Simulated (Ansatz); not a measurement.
System: interstitial Cu in amorphous Si27O54 (a melt-quenched model of 81 atoms) (charge state +1). Calculation: PBE, PAW (plane waves to 420 eV; Ansatz, a program for electronic structure).

Settings: 81 host sites, the glass model's own volume, the Γ point alone, smearing 0.01 eV, spin-restricted, no image-charge correction. No zero-point or tunnelling terms. This is one neighbourhood of one small, fast-quenched model, and the added charge may sit on a native defect of the glass. The charge state is imposed; whether it is stable for some Fermi level was not computed. Sites that were not tried may lie lower. The start lies 0.30 eV above the lowest site run (PBE).

Barriers: single points on a 2×2×2 k-point mesh shifted by half a step at the bands' geometries.

The step: several atoms move together, Cu the farthest; the atom moves 4.23 Å along (0.14, -0.25, -0.29) of the unit cell; the moving atom starts with neighbours O at 1.98, O at 2.06, O at 2.51, O at 2.54 Å and ends with O at 1.87, O at 1.89 Å.

Problem. What is the computed migration barrier of this step (PBE, PAW)?

Solution. 0.53 eV forward and 0.83 eV backward. At the saddle the moving atom has neighbours O at 2.05, O at 2.29, O at 2.36, O at 2.46 Å. The saddle point's order was not checked.
